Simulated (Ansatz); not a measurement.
Abridged Ansatz (a program for electronic structure) output:

```
Pseudopotential: Cu, paw, valence charge 19
Pseudopotential: Au, paw, valence charge 19
Crystal: 3 atoms, lattice volume = 45.474 Å³
Basis set: ecut = 420 eV, 911 PW (Γ), exchange–correlation on 90×90×90 points (8 copies of the dense FFT grid, shifted against one another)
Bands: 33, of which v1, the nominal top of the filled ones, is band 29 counted from 1 (28 counted from 0)
Symmetry: 16 space group operations
k-points: 936 of 12167
Functional: x = pbesol(κ = 0.804, μ = 0.12345679012345678), c = pbesol(β = 0.046)
SCF iter   1: F=—  HF=-32603.113340 eV  |F-HF|=—  |Δ(HF+E_count)|=         —  Δρ=1.36e-2  dr2=5.16e-2  ethr=1.77e-3  ⟨swp⟩=5.8  Hψ=104874  notcnv=0
SCF iter   2: F=—  HF=-32603.104033 eV  |F-HF|=—  |Δ(HF+E_count)|=   9.31e-3  Δρ=2.98e-3  dr2=3.75e-3  ethr=9.06e-5  ⟨swp⟩=2.4  Hψ=57959  notcnv=0  defer=168
SCF 1 converged in 10 iterations: F = -32603.102611 eV  dr2 = 2.67e-11
SCF converged after 10 iterations
Free energy (F): -32603.102611 eV
Internal energy: -32603.094486 eV  (E = F + TS)
E sigma→0 (E₀):  -32603.098548 eV
Entropy (-TS):   -0.008125 eV (-2.708 meV/atom)
Fermi energy:    19.784676 eV
--- Forces (eV/Å), atoms counted from 1 ---
  atom   1  Cu     0.00000000     0.00000000     0.00000000
  atom   2  Au    -0.00000000    -0.00000000     0.00032478
  atom   3  Au     0.00000000     0.00000000    -0.00032478
--- Stress (GPa, compression-positive) ---
        0.000514       0.000000      -0.000000
        0.000000       0.000514       0.000000
        0.000000      -0.000000      -0.005361
  P = ⅓ Tr σ = -0.0014 GPa (-0.014 kbar)
```

**Question.** What was computed, and what are the main results?

**Answer.** CuAu2, 3 atoms in the cell, with PBEsol in Ansatz (plane waves to 420 eV, PAW, spin-orbit coupling left out). The last SCF converged to F = -32603.102611 eV, or -10867.7009 eV per atom, at a pressure of 0.00 GPa. The total energy compares only with runs of the same code, potentials and settings.

These are small ordered cells, not random alloys; other orderings at the same x differ. No phonon test of stability was made. All final runs are without spin polarisation. The cell was made from Au by this change: x(Cu) = 0.333, 3 atoms, I4/mmm.
